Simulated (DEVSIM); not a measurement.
System: Schottky contact on n-type Si, at 300 K.

Layer 1 from the left is Si, thickness (μm) 0.320, Nd (cm⁻³) 4.4e16, τn (s) 5.4e-6, τp (s) 5.4e-6.

Left contact: Schottky, work function 4.75 eV, emission velocity 5.7e6 cm/s. Right contact: ohmic. Voltage is applied to the left contact. Recombination: SRH at mid-gap, radiative, Auger. Mobility is μmin + (μ − μmin)/(1 + (N/Nref)^α).

Constants are typed, rounded textbook-type inputs, not results; the design itself was drawn at random and stands for no fabricated device. Values at 300 K.

Si: gap (eV) 1.124, affinity (eV) 4.05, permittivity 11.7, Nc (cm⁻³) 2.86e19, Nv (cm⁻³) 3.1e19, μn (cm²/Vs) 1417, μp (cm²/Vs) 470, μn,min 52, μp,min 45, Nref,n 9.7e16, Nref,p 2.2e17, αn 0.68, αp 0.72, B (cm³/s) 4.7e-15, Cn (cm⁶/s) 2.8e-31, Cp (cm⁶/s) 9.9e-32.

Simulated with DEVSIM: 1D drift-diffusion, Boltzmann statistics, complete ionisation; no tunnelling, impact ionisation, image-force lowering or self-heating. Metal contacts follow the ideal Schottky-Mott rule: no Fermi-level pinning, no interface dipoles.

Dark forward current:

| |V| (V) | |J| (A/cm²) |
|---|---|
| 0.05 | 0.0002486 |
| 0.10 | 0.001959 |
| 0.15 | 0.01372 |
| 0.20 | 0.09445 |
| 0.25 | 0.6473 |
| 0.30 | 4.415 |
| 0.35 | 29.79 |
| 0.40 | 193.5 |
| 0.45 | 1079 |
| 0.50 | 4064 |

Q: Work out the local ideality factor n = ΔV / (kT/q · ln(J2/J1)) between the rows 0.15 and 0.20 V, 0.45 and 0.50 V.

A: kT/q = 25.85 mV. From 0.15 to 0.20 V: ln(0.09445/0.01372) = 1.929, n = 1.00, near the 1 of diffusion or emission over a barrier. From 0.45 to 0.50 V: ln(4064/1079) = 1.326, n = 1.46; the layers' resistance at their doping, Σ W/(qμN) = 5.0e-6 Ω cm², would take 15 mV of this step of 50 mV.

Q: Estimate the current at 0.25 V for emission alone, J0 = q v N_band exp(−φB/kT), and read the barrier back from the simulated current.

A: φB = 0.700 eV, N_band = 2.86e19 cm⁻³, J0 = 4.53e-5 A/cm²; J = J0 (exp(qV/kT) − 1) = 0.719 A/cm². The simulation gives 0.647 A/cm²; the estimate lies 11 % above. Read backwards, the simulated current gives an apparent barrier of 0.703 eV. The estimate leaves out transport through the depletion region and minority injection.
